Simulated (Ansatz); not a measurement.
Here is the system:

```yaml
crystal:
  lattice:
    - [0.00000, 2.09843, 2.11876]
    - [2.09843, 0.00000, 2.11876]
    - [2.09843, 2.09843, 0.00000]
  atoms:
    - { symbol: Mg, position: [0.00000, 0.00000, 0.00000] }
    - { symbol: O, position: [0.50000, 0.50000, 0.50000] }
```

Computed with r2SCAN, rigid bands (plane waves, PAW, scalar-relativistic; Ansatz, a quantum-chemistry and plane-wave program). Condition of this run: uniaxial stress zz = -2 GPa (compression positive) (the target of the relaxation). How the cell was made: cell and atoms relaxed with r2SCAN, then loaded as said.

What conductivity effective mass do dilute electrons have at 300 K?

0.38 (x), 0.38 (y), 0.37 (z) mₑ.

What conductivity effective mass do dilute holes have at 300 K?

2.2 (x), 2.2 (y), 2.3 (z) mₑ.

And the band gap?

5.63 eV at this level; semilocal functionals usually fall short of the measured gap.

Rigid bands, one relaxation time for all states, no polarons. Spin-orbit coupling is left out.
